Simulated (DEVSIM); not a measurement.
Device: illuminated Si p-on-n cell, one wavelength, at 400 K.

| layer (left to right) | material | thickness (μm) | Nd (cm⁻³) | Na (cm⁻³) | τn (s) | τp (s) | absorption coefficient (cm⁻¹) |
|---|---|---|---|---|---|---|---|
| 1 | Si | 0.250 | - | 6.6e17 | 3.6e-7 | 1.5e-7 | 1100 |
| 2 | Si | 27.0 | 3e15 | - | 1.5e-6 | 1.5e-6 | 1100 |

Left contact: ohmic, minority electron recombination velocity 500 cm/s. Right contact: ohmic, minority hole recombination velocity 60 cm/s. Voltage is applied to the left contact. Recombination: SRH at mid-gap, radiative, Auger. Light enters at the left, 7.4e17 photons cm⁻² s⁻¹, one pass, no reflection. Mobility is μmin + (μ − μmin)/(1 + (N/Nref)^α).

This is a model device: material constants are rounded textbook-type values typed into the input, and sizes, dopings and lifetimes were drawn at random. Values at 300 K; Nc and Nv go as T^1.5, mobilities as T to minus their exponent, the gap by Varshni's rule with the affinity fixed.

| parameter | Si |
|---|---|
| gap (eV) | 1.124 |
| affinity (eV) | 4.05 |
| permittivity | 11.7 |
| Nc (cm⁻³) | 2.86e19 |
| Nv (cm⁻³) | 3.1e19 |
| μn (cm²/Vs) | 1417 |
| μp (cm²/Vs) | 470 |
| μn,min | 52 |
| μp,min | 45 |
| Nref,n | 9.7e16 |
| Nref,p | 2.2e17 |
| αn | 0.68 |
| αp | 0.72 |
| T exponent of μn | 2.3 |
| T exponent of μp | 2.2 |
| B (cm³/s) | 4.7e-15 |
| Cn (cm⁶/s) | 2.8e-31 |
| Cp (cm⁶/s) | 9.9e-32 |
| Varshni α (eV/K) | 0.000473 |
| Varshni β (K) | 636 |

Simulated with DEVSIM: 1D drift-diffusion, Boltzmann statistics, complete ionisation; no tunnelling, impact ionisation, image-force lowering or self-heating.

The photon flux was swept, all else fixed.

```json
[
 {"photon flux (cm^-2 s^-1)": "2.2e16", "fill factor": "0.61", "open-circuit voltage (V)": "0.241", "share of generated pairs collected at short circuit": "0.905", "short-circuit current (mA/cm²)": "3.03"},
 {"photon flux (cm^-2 s^-1)": "7.4e16", "fill factor": "0.65", "open-circuit voltage (V)": "0.284", "share of generated pairs collected at short circuit": "0.905", "short-circuit current (mA/cm²)": "10.2"},
 {"photon flux (cm^-2 s^-1)": "2.2e17", "fill factor": "0.67", "open-circuit voltage (V)": "0.324", "share of generated pairs collected at short circuit": "0.905", "short-circuit current (mA/cm²)": "30.3"},
 {"photon flux (cm^-2 s^-1)": "7.4e17", "fill factor": "0.69", "open-circuit voltage (V)": "0.372", "share of generated pairs collected at short circuit": "0.907", "short-circuit current (mA/cm²)": "102"},
 {"photon flux (cm^-2 s^-1)": "2.2e18", "fill factor": "0.69", "open-circuit voltage (V)": "(withheld)", "share of generated pairs collected at short circuit": "0.910", "short-circuit current (mA/cm²)": "(withheld)"},
 {"photon flux (cm^-2 s^-1)": "7.4e18", "fill factor": "0.68", "open-circuit voltage (V)": "0.492", "share of generated pairs collected at short circuit": "0.920", "short-circuit current (mA/cm²)": "1040"},
 {"photon flux (cm^-2 s^-1)": "2.2e19", "fill factor": "0.69", "open-circuit voltage (V)": "0.554", "share of generated pairs collected at short circuit": "0.936", "short-circuit current (mA/cm²)": "3130"}
]
```

**Question.** Some entries are withheld; supply them.

**Answer.** 
- 2.2e18, open-circuit voltage (V): 0.423
- 2.2e18, short-circuit current (mA/cm²): 305
